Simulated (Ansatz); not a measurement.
Consider a periodic stack without vacuum, hcp Ti (0 0 1) on wurtzite ZnO (0 0 1) (film strained to the substrate, faces as cut): substrate slab Zn18O18, film Ti16, surface cells [[1, 2], [-2, -1]] and [[-2, -2], [2, 0]], film strained by -3.4 and -3.4 %, faces Zn/O and Ti/Ti as cut (like faces can put a slab off its formula). Its start:

```xyz
52
Lattice="5.6802 0.0000 0.0010 -2.8401 4.9192 0.0008 0.9517 0.0073 26.1291" Properties=species:S:1:pos:R:3 pbc="T T T"
Zn     0.9715     1.5014     1.0486
Zn     3.7889     3.7790     1.0016
Zn     3.7807     0.0717     1.0206
Zn     1.9003     3.3319     3.7191
Zn    -0.9446     4.9657     3.7438
Zn     4.7252     1.6982     3.7080
O      0.9476     1.6929     3.1570
O      3.7864     3.3404     3.1278
O      3.7848     0.0500     3.1437
O      1.8968     3.3097     5.7542
O     -0.9459     4.9478     5.7691
O      4.7329     1.6727     5.7462
Zn     0.9444     1.6720     6.3865
Zn     3.7870     3.3052     6.3961
Zn     3.7925     0.0308     6.3864
Zn     1.8898     3.3129     9.0477
Zn    -0.9431     4.9527     9.0457
Zn     4.7330     1.6673     9.0402
O      0.9474     1.6717     8.4107
O      3.7859     3.3119     8.4193
O      3.7872     0.0301     8.4077
O      1.8830     3.3330    11.0743
O     -0.9381     4.9694    11.0729
O      4.7284     1.6808    11.0628
Zn     0.9381     1.6856    11.6843
Zn     3.7857     3.3258    11.6711
Zn     3.7882     0.0545    11.7206
Zn     1.8905     3.3213    14.2931
Zn    -0.9584     4.9745    14.3082
Zn     4.7302     1.7288    14.3717
O      0.9240     1.6851    13.7165
O      3.7769     3.3386    13.6983
O      3.8029     0.0744    13.7736
O      1.9119     2.9588    16.3050
O     -0.9355     4.8575    16.3178
O      4.7507     2.1891    16.3997
Ti     0.3637     3.5606    17.3639
Ti     1.9102     1.3084    17.6632
Ti     3.4498     3.5646    17.3509
Ti     4.7480     0.9743    17.8982
Ti     3.2573     0.5684    20.1334
Ti     1.8997     3.1110    19.8762
Ti     0.5419     0.5704    20.1346
Ti    -0.9426     3.0200    19.9701
Ti     0.4702     3.7480    22.5602
Ti     1.8964     1.3229    22.6858
Ti     3.3234     3.7492    22.5644
Ti     4.7377     1.2633    22.5546
Ti     3.2587     0.3808    24.9585
Ti     1.8930     2.9834    25.0344
Ti     6.2160     0.3871    24.9720
Ti     4.7319     2.7049    24.8354
```

The start was prepared with a machine-learned potential, and the result is one local minimum, with the in-plane cell held and forces under 0.04 eV/Å; the film can end far from its bulk form.

Level of theory: PBE (plane waves to 420 eV, PAW; Ansatz, an electronic-structure program). Scalar-relativistic, without spin–orbit coupling; the runs are not spin-polarised; PBE gaps are too small against experiment. Its k-point mesh 5×5×1, Fermi–Dirac width 0.05 eV.

### Question
Predict the relaxed interface.

### Answer
* **interface area**: 27.9 Å²
* **period**: 25.88 Å
* **gaps between the outermost planes at the two interfaces**: 0.89 and 2.10 Å
* **Ti–Zn contacts across the interfaces within 1.22 times the sum of covalent radii**: 12, mean 2.96 Å
* **O–Ti contacts across the interfaces within 1.22 times the sum of covalent radii**: 9, mean 2.01 Å
